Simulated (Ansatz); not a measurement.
Ansatz (a program for electronic structure), DFT, PBE, plane waves, its default PAW files, spin-polarised: Ni(111) slab of 4 layers, 1x1, atoms displaced, unrelaxed, 4 atoms, spin-polarised from a ferromagnetic start (1 μB on Ni). Basis and mesh were picked for this test and aren't claimed converged.

```
Item                                                                Value
---------------------------------------  --------------------------------
cell                                     2.49, 2.49, 26.10 Å; 90, 90, 60°
distance to the nearest atom                               2.44 to 2.45 Å
task                                                         single point
k mesh                                                            10×10×1
hamiltonian.xc                                                        pbe
kind of files                                                         paw
scf.occupations.method                                        fermi_dirac
scf.occupations.width                                              0.2 eV
output.forces                                                        true
magnetization.spin_polarized                                         true
binding of workers (--pin)                                            off
k-point pools (--kpoint-pools)                                          1
memory maximum (--max-ram)                                           8GiB
accuracy                                                 medium (default)
basis.precision                                            auto (default)
basis.xc_grid                                                 2 (default)
scf.eigensolver.kind                                       auto (default)
scf.convergence.dr2_threshold                             1e-07 (default)
scf.lower_state_search                                    light (default)
k-points after symmetry (for each spin)                                52
bands at the start                                                     48
electrons                                                              72
plane waves at Γ                                                     2649
cutoff (eV)                                                           420
FFT grid                                                        18×18×180
symmetry operations                                                     1
```

Settings of this run: scf.mixing.algorithm = auto, scf.mixing.preconditioner = kerker, scf.algorithm = auto; 4 threads.

```
iteration  dr2 (eV)     Hψ
---------  --------  -----
1            2.80e0  28027
2            3.24e0   6413
3            3.15e0   5566
4            2.04e0   7255
5            1.05e0   6806
6            1.46e0   8522
7           3.65e-1   8622
8           8.41e-1   8446
9           1.28e-1   8540
10          1.44e-1   7798
11          1.30e-1   6639
12          7.64e-2   6744
13          5.65e-2   5767
14          9.39e-2   7717
…                 …      …
30          7.71e-4   6332
31          1.08e-3   7373
32          3.19e-4   7464
33          1.88e-4   5835
34          8.91e-5   5430
35          1.09e-4   7633
36          6.17e-5   6931
37          9.73e-5   5034
…                 …      …
51          3.57e-8  15672
52          5.42e-7   5046
53          3.85e-8  15545
54          4.40e-7   8043
55          2.25e-7   6454
56          4.41e-8   6902
57          2.63e-7   5494
58          5.51e-8  14422
```

It converged after 58 SCF iterations.

Q: Which change of one setting makes this cycle converge in far fewer steps?

A: One answer among several that fit: scf.mixing.preconditioner = auto (default) (15 SCF iterations) or scf.mixing.preconditioner = ldos (15 SCF iterations), all else kept. The other changes of this size gave: scf.mixing.preconditioner = local_kerker (25); scf.mixing.preconditioner = none (29); scf.mixing.preconditioner = kerker_dos (73); scf.mixing.algorithm = broyden (76). With more settings changed, the fewest of all runs of this system: scf.mixing.preconditioner = auto (default), scf.algorithm = direct_min (11). In that run the program took: scf.mixing.algorithm MSR1, scf.mixing.preconditioner LDOS, scf.eigensolver.kind band_cg, --slots 4. The first change moves the result by: energy under 0.001 meV/atom, forces (largest component) 0.062 meV/Å, magnetization under 0.001 μB/atom, absolute magnetization under 0.001 μB/atom. Counts are of single runs.

Keys are those of Ansatz 0.2.
